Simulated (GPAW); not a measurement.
Input and output of a self-consistent single point for ZrBrN (P1, 6 atoms in the cell) (GPAW).

Computed with LDA (Perdew-Wang 92), GPAW PAW datasets LDA (gpaw-data 1.0.1) (plane waves; GPAW).

```
CELL_PARAMETERS angstrom
      3.61974     0.00000     0.00000
      0.00000     4.11929     0.00000
      0.00000     0.00000     9.02239
ATOMIC_POSITIONS crystal
  Zr 0.99452 0.48775 0.09433
  Zr 0.49275 0.00589 0.89976
  Br 0.98100 0.98537 0.66943
  Br 0.50911 0.51379 0.33459
  N  0.99881 0.99624 0.03194
  N  0.52381 0.51095 0.96995
```

Reference input (self-consistent single point, DFT PBEsol, plane waves, GPAW PAW datasets PBEsol (made by gpaw-setup)): mode = pw; ecut = 950 eV; xc = PBEsol; kpts = 5 4 2; mesh shift (steps) = 0 0 0; occupations.name = fermi-dirac; occupations.width = 0 eV; nbands = -6; convergence.density = 1e-05 e/electron; convergence.bands = -4; symmetry.symmorphic = false; symmetry.tolerance = 0.0005. This run's input differs from it in these lines:

```diff
@@ -17,3 +17,3 @@
 calc = GPAW(mode=PW(950),
-            xc='PBEsol',
+            xc='LDA',
             kpts={'size': (5, 4, 2), 'gamma': True},
```

Its files differ too (potentials: GPAW PAW datasets LDA (gpaw-data 1.0.1)).

Log, with long lists cut:

```
     iter     time        total  log10-change:
                         energy   eigst   dens
iter:   1 --:--:--   -56.161724   +0.44
iter:   2 --:--:--   -54.035442   -0.42  -0.93
iter:   3 --:--:--   -49.451508   +0.31  -0.98
iter:   4 --:--:--   -49.798012   -0.77  -1.38
iter:   5 --:--:--   -49.689616   -1.66  -1.30
iter:   6 --:--:--   -49.387186   -1.38  -1.30
iter:   7 --:--:--   -49.400424   -0.80  -1.63
iter:   8 --:--:--   -49.307566   -1.66  -1.82
iter:   9 --:--:--   -49.286885   -1.72  -2.01
iter:  10 --:--:--   -49.277701   -2.20  -2.19
iter:  11 --:--:--   -49.276558c  -2.75  -2.40
iter:  12 --:--:--   -49.269587c  -2.86  -2.44
iter:  13 --:--:--   -49.269765c  -3.34  -2.97
iter:  14 --:--:--   -49.269703c  -4.62  -3.05
iter:  15 --:--:--   -49.269672c  -5.05  -3.11
   [... 6 lines left out ...]
iter:  22 --:--:--   -49.269559c  -6.14  -3.96
iter:  23 --:--:--   -49.269558c  -6.96  -4.00
iter:  24 --:--:--   -49.269559c  -6.40  -4.04
iter:  25 --:--:--   -49.269558c  -6.84  -4.35
iter:  26 --:--:--   -49.269558c  -7.48c -4.75
iter:  27 --:--:--   -49.269558c  -7.85c -4.85
iter:  28 --:--:--   -49.269558c  -8.18c -5.00
iter:  29 --:--:--   -49.269558c  -8.34c -5.13c
Converged after 29 iterations.

Dipole moment: (2.416945, 1.865511, -0.380302) |e|*Ang

Energy contributions relative to reference atoms: (reference = -340139.963055)

Kinetic:        +29.758351
Potential:      -37.744599
External:        +0.000000
XC:             -42.029230
Entropy (-ST):   +0.000000
Local:           +0.745920
SIC:             +0.000000
--------------------------
Free energy:    -49.269558
Extrapolated:   -49.269558

Showing only first 2 kpts
 Kpt  Band  Eigenvalues  Occupancy
  0    22      2.92202    2.00000
  0    23      3.18539    2.00000
  0    24      5.07725    0.00000
  0    25      6.33766    0.00000

  1    22      2.81625    2.00000
  1    23      3.14737    2.00000
  1    24      5.07539    0.00000
  1    25      6.33305    0.00000

Fermi level: 4.13039

Gap: 1.890 eV
Transition (v -> c):
   [... lines left out ...]
Direct gap: 1.892 eV
   [... lines left out ...]
  0 Zr    0.38351    0.64990    0.67193
  1 Zr    0.25653   -0.30773    0.88568
  2 Br    0.13846    0.07637    0.29388
  3 Br    0.04268   -0.09815   -0.78951
  4 N     0.38879    0.41488   -0.70089
  5 N    -1.20964   -0.73504   -0.36085

Stress tensor:
     0.036199     0.000292    -0.002104
     0.000292     0.029196    -0.004810
    -0.002104    -0.004810     0.032557
Stress (GPa, Voigt): [ 5.7998  4.6776  5.2162 -0.7706 -0.3371  0.0467]
```

The run converged in 29 iterations. GPAW prints stress with tension positive. Against the reference run the largest force goes from 1.552 to 1.461 eV/Å and the gap on the mesh goes from 1.902 to 1.890 eV.

At such cutoffs GPAW's stress carries a finite-basis (Pulay) error, which enters relaxed cells too; its log prints stress with tension positive.

The starting cell comes from a database of computed structures (which also holds hypothetical and non-ambient phases and stackings), without a prior relaxation at this level. Its atoms were displaced at random from the sites of space group no. 59. Forces in this geometry exceed 1 eV/Å.

Cost on one core of a shared machine: roughly 4 min.
